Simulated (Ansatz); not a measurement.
Base system: W in the fcc (Cu type) structure (space group Fm-3m, No. 225).

```cif
data_W4
_chemical_formula_sum 'W4'
_space_group_name_H-M_alt 'Fm-3m'
_space_group_IT_number 225
_space_group_name_Hall '-F 4 2 3'
_cell_length_a 3.99760
_cell_length_b 3.99760
_cell_length_c 3.99760
_cell_angle_alpha 90.000
_cell_angle_beta 90.000
_cell_angle_gamma 90.000
loop_
_atom_site_label
_atom_site_type_symbol
_atom_site_symmetry_multiplicity
_atom_site_Wyckoff_symbol
_atom_site_fract_x
_atom_site_fract_y
_atom_site_fract_z
_atom_site_occupancy
W1 W 4 a 0.00000 0.00000 0.00000 1
```
(The calculation used a cell of 1 atom; values per cell refer to that cell.)

The values are results of PBEsol (Ansatz, a quantum-chemistry and plane-wave program; PAW; 420 eV plane waves; no spin-orbit coupling), not measurements.

For the base:

The volume per atom is 15.97 Å³.

It is then changed as follows: hydrostatic tension (pressure −1 GPa).

**Question.** Estimate the effect on the volume per atom.

**Answer.** The volume per atom goes up by 0.055 Å³ to 16.03 Å³.

Load acts through the strain it causes; cell and atoms are relaxed under it. Stability against distortions was not tested. The final runs are not spin-polarised. This is not the structure that W has at room temperature and ambient pressure.
